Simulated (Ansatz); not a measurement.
Results of PBEsol (plane waves, PAW; Ansatz, an electronic-structure program) for CsCl-type FeAl.

Run with plane-wave cutoff 500 eV, 20×14×1 k mesh (along the axes of the cell as run), Fermi–Dirac smearing 0.1 eV, scalar-relativistic PAW data made under PBE.

**Question.** Predict the surface energy of the (110) face and work function of the (110) face.

**Answer.** 
- surface energy of the (110) face: 2.65 J/m²
- work function of the (110) face: 4.82 eV

The slab of 12 atoms is relaxed and unreconstructed.

Computed values are for the static lattice.
